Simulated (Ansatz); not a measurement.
Ansatz (a first-principles code) run on Cd₅Au₃ (I4/mcm, 16 atoms in the cell): self-consistent single point.

Computed with PBEsol, default PAW files made with PBE (plane waves; Ansatz).

```
Cd5Au3
1.0
   -5.40423     5.40423     2.69607
    5.40423    -5.40423     2.69607
    5.40423     5.40423    -2.69607
Au Cd
6 10
Direct
  0.66700   0.16700   0.83400
  0.16700   0.33300   0.50000
  0.33300   0.83300   0.16600
  0.83300   0.66700   0.50000
  0.25000   0.25000   0.00000
  0.75000   0.75000   0.00000
  0.22490   0.07830   0.30320
  0.07830   0.77510   0.85340
  0.77510   0.92170   0.69680
  0.92170   0.22490   0.14660
  0.27510   0.57830   0.85340
  0.42170   0.27510   0.69680
  0.72490   0.42170   0.14660
  0.57830   0.72490   0.30320
  0.75000   0.25000   0.50000
  0.25000   0.75000   0.50000
```

Reference input (self-consistent single point, DFT, r2SCAN, plane waves, default PAW files made with PBE): basis.ecutwfc = 500 eV; kpoints.mp_grid.grid = 4 4 4; hamiltonian.xc = r2scan; hamiltonian.pseudopotentials = {kind: paw} (the program's default PAW files); scf.occupations.method = cold; scf.occupations.width = 0.1 eV. This run's input differs from it in these lines:

Ansatz 0.2 input:
```diff
@@ -24,3 +24,3 @@
 basis:
-  ecutwfc: 500.0
+  ecutwfc: 420.0
 kpoints:
@@ -29,3 +29,3 @@
 hamiltonian:
-  xc: r2scan
+  xc: pbesol
   pseudopotentials:
```

Log, with long lists cut:

```
SCF iter   1: F=—  HF=-159886.070935 eV  |F-HF|=—  |Δ(HF+E_count)|=         —  Δρ=6.37e-3  dr2=1.24e-1  ethr=1.77e-3  ⟨swp⟩=5.1  Hψ=7746  notcnv=0  defer=170
all-band conjugate gradients solve this SCF's bands
preconditioner: auto → Kerker (q_TF=auto, 2.727 Å⁻¹)
SCF iter   2: F=—  HF=-159886.046173 eV  |F-HF|=—  |Δ(HF+E_count)|=   2.48e-2  S|Δr|=    0.00e0  Δρ=2.41e-3  dr2=1.86e-2  ethr=3.94e-5  ⟨swp⟩=3.0  Hψ=4502  notcnv=0  defer=185
   [... lines left out ...]
SCF iter   6: F=—  HF=-159886.041803 eV  |F-HF|=—  |Δ(HF+E_count)|=   1.94e-6  S|Δr|=    0.00e0  Δρ=1.55e-5  dr2=1.31e-6  ethr=3.09e-9  ⟨swp⟩=2.0  Hψ=4083  notcnv=0  defer=185
SCF iter   7: F=—  HF=-159886.041803 eV  |F-HF|=—  |Δ(HF+E_count)|=   1.99e-7  S|Δr|=    0.00e0  Δρ=4.60e-6  dr2=1.48e-7  ethr=4.17e-10  ⟨swp⟩=2.0  Hψ=3568  notcnv=0  defer=185
SCF iter   8: F=-159886.041803 eV  HF=-159886.041803 eV  |F-HF|=1.62e-8  |Δ(HF+E_count)|=   2.35e-8  S|Δr|=    0.00e0  Δρ=1.47e-6  dr2=1.98e-8  ethr=3.18e-11  ⟨swp⟩=9.5  Hψ=11144  notcnv=0
SCF 1 converged in 8 iterations: F = -159886.041803 eV  dr2 = 1.98e-8
Stability not checked (fill_not_monotonic)
Free energy (F): -159886.041803 eV
Internal energy: -159886.047035 eV  (E = F + TS)
E sigma→0 (E₀):  -159886.043547 eV
Entropy (-TS):   0.005232 eV (0.327 meV/atom)
Fermi energy:    16.622191 eV
--- Forces (eV/Å), atoms counted from 1 ---
  atom   1  Au    -0.08835004    -0.08835004    -0.00000000
  atom   2  Au     0.08835004    -0.08835004     0.00000000
  atom   3  Au     0.08835004     0.08835004     0.00000000
  atom   4  Au    -0.08835004     0.08835004    -0.00000000
   [... lines left out ...]
  atom  16  Cd    -0.00000000     0.00000000    -0.00000000
--- Stress (GPa, compression-positive) ---
       -3.178731      -0.000000      -0.000000
       -0.000000      -3.178731      -0.000000
       -0.000000       0.000000      -1.385914
  P = ⅓ Tr σ = -2.5811 GPa (-25.811 kbar)
  The stress holds the Pulay correction. Without it, at fixed plane waves, as pw.x and ABINIT print it: P = -2.6263 GPa
```

The run converged in 8 iterations. Against the reference run the pressure goes from 0.31 to -2.58 GPa and the largest force goes from 0.143 to 0.125 eV/Å.

The starting cell comes from a database of published, mostly measured structures (it also holds non-ambient and calculated ones), without a prior relaxation at this level. Its lattice was rescaled by a random factor within 2.5 % of one. Ansatz's pressure includes its estimate of the finite-basis (Pulay) stress.
